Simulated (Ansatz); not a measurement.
Take NiSi (space group Pnma, No. 62; a = 5.1899 Å, b = 3.3505 Å, c = 5.6240 Å; non-magnetic) as the base.

Computed with PBE/PAW in Ansatz (a program for electronic structure), spin-orbit coupling left out.

For the base:

The volume per atom is 12.22 Å³.

Now apply this change: a hydrostatic pressure of 3 GPa.

### Question
Predict the new volume per atom.

### Answer
The volume per atom drops by 0.21 Å³ (12.22 Å³ → 12.01 Å³).

Load acts through the strain it causes; cell and atoms are relaxed under it. Whether these cells are dynamically stable was not tested. Starting moments died away, wholly or in part, for the base; another magnetic solution may exist. All final runs are without spin polarisation.
